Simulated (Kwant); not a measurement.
System: wire with a side stub in a ZnO two-dimensional gas. Effective mass 0.3 mₑ, grid spacing 6.7 nm, hard walls, nominal width 200 nm (29 grid rows, so walls 201 nm apart), one parabolic valley, scattering region 600 nm long along x; energies count from the band bottom; Fermi energy swept from 2.5069e-05 to 0.00029769 eV. Closed stub on one side, 140 nm wide and 230 nm deep.

Constants are typed, rounded textbook-type inputs, not results; the design itself was drawn at random and stands for no fabricated device.

Model: effective-mass tight-binding model on a square grid, one spin, coherent transport at 0 K (Kwant). Conductance is in e²/h.

**Question.** How many channels do the leads carry at E = 0.236, 0.245 meV?

**Answer.** The hard-wall thresholds are n² ħ²π²/(2mW²) = n² × 0.0310 meV with W = 201 nm. √(0.236/0.0310) = 2.76, so 2. √(0.245/0.0310) = 2.81, so 2.
